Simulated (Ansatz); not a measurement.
## ZrSeS (P3m1, No. 156, 3 atoms in the cell; start mp-1215215)

Computed with LDA in Ansatz (PAW).

Run with plane-wave cutoff 520 eV, 12×12×6 k mesh (along the axes of the cell as run), Fermi–Dirac smearing 0.01 eV, scalar-relativistic PAW data made under PBE.

Cell (relaxed at this level):

```cif
data_SSeZr
_chemical_formula_sum 'Zr1 Se1 S1'
_space_group_name_H-M_alt 'P3m1'
_space_group_IT_number 156
_space_group_name_Hall 'P 3 -2"'
_cell_length_a 3.64551
_cell_length_b 3.64551
_cell_length_c 5.81757
_cell_angle_alpha 90.000
_cell_angle_beta 90.000
_cell_angle_gamma 120.000
loop_
_atom_site_label
_atom_site_type_symbol
_atom_site_symmetry_multiplicity
_atom_site_Wyckoff_symbol
_atom_site_fract_x
_atom_site_fract_y
_atom_site_fract_z
_atom_site_occupancy
Zr1 Zr 1 a 0.00000 0.00000 0.01334 1
Se1 Se 1 c 0.66667 0.33333 0.73295 1
S1 S 1 b 0.33333 0.66667 0.25371 1
```

For ZrSeS (P3m1, No. 156, 3 atoms in the cell; start mp-1215215), the band gap comes out as 0.25 eV (on the SCF k mesh).

Note: the relaxation could not lower the start's symmetry, so the cell can be a saddle point above a distorted one.

Spin–orbit coupling is not included.

Static lattice: no zero-point or thermal effects.

A start named mp-… is a Materials Project structure, which need not be a measured phase.

Ansatz is a program for electronic structure.
